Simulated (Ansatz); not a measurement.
Seebeck coefficient (μV/K, mean over directions) of p-type ZnO (P6_3mc) against carrier density, PBEsol with spin-orbit coupling, rigid bands run with Ansatz (a program for electronic structure). Computed gap 0.69 eV; densities at which minority carriers matter at this gap, or further valleys turn the trend, are left out. Conductivity mass 2.1 mₑ (harmonic mean over directions), N_v = 7.5e19 cm⁻³ at 300 K.

```json
[
 {"hole density": "1e18 cm⁻³", "300 K": "631", "500 K": "713"},
 {"hole density": "3e18 cm⁻³", "300 K": "537", "500 K": "618"},
 {"hole density": "1e19 cm⁻³", "300 K": "(withheld)", "500 K": "(withheld)"},
 {"hole density": "3e19 cm⁻³", "300 K": "342", "500 K": "421"},
 {"hole density": "1e20 cm⁻³", "300 K": "246", "500 K": "(withheld)"},
 {"hole density": "3e20 cm⁻³", "300 K": "166", "500 K": "233"},
 {"hole density": "1e21 cm⁻³", "300 K": "98", "500 K": "149"}
]
```

Question: What belongs in the gaps?

Answer: 
- 1e19 cm⁻³, 300 K: 434
- 1e19 cm⁻³, 500 K: 515
- 1e20 cm⁻³, 500 K: 320

Rigid bands with a gap fixed in temperature, one relaxation time for all states, no polarons or phonon drag, and whether or not such doping can be reached.
